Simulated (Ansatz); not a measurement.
# Na2S: band gap against pressure

Na2S (antifluorite, Fm-3m, 22.900 Å³/atom and stress up to 0.01 GPa in the relaxed cell, cube axes along x, y and z) under hydrostatic pressure, with the cell free. PBEsol in Ansatz, a plane-wave DFT program (PAW, default set), 420 eV, 9×9×9 Γ-centred mesh, Fermi-Dirac smearing 0.05 eV; ions are relaxed, or left where forces stay under 0.02 eV/Å, within the symmetry of each cell. Gaps are the smallest over the k-mesh and a band path, without spin-orbit coupling; in all rows the valence edge lies at Γ and the conduction edge at Γ.

Here P stands for pressure and Eg for gap.

| pressure (GPa) | gap (eV) |
|---|---|
| -1.0 | 2.314 |
| 0.0 | 2.428 |
| 0.3 | 2.460 |
| 0.7 | 2.501 |
| 1.5 | 2.580 |
| 3.0 | ? |

Q: Fit Eg against P with a straight line, and predict the withheld value at P = 3.0.

A: Means: P 0.30000, Eg 2.4566. About the means, the sum of products is 0.35980 and the sum of squares of P is 3.3800; the slope is their ratio. Least squares gives Eg = 2.4247 + 0.10645·P. Residuals (row less fit): -0.0042, 0.0033, 0.0034, 0.0018, -0.0044; standard error 0.0046 (degrees of freedom: 3). Over these rows the gap moves by 106 ± 2 meV per GPa. At the withheld row, Eg = 2.4247 + 0.10645 × 3.0 = 2.7441 eV. The calculation gives 2.714 eV, 0.0301 eV below the prediction (7.5 % of the range of Eg in the table). The row lies outside the fitted rows, so this is an extrapolation. From the scatter of the fitted rows alone, a prediction at this place has a standard error of 0.0084 eV, so the miss is 3.6 times that.

A polynomial of degree 2 through the 6 other runs of the series gives 2.699 there. Other structures, which can take over under pressure, weren't tried. Rows are the converged runs of the series near zero and its far end, less any whose ions stayed unrelaxed beside relaxed ones; series whose fitted rows scatter by over a few per cent of the range, as at a crossing or softening among them, aren't shown in this form. Most that stay on the fit to the last digits aren't either.
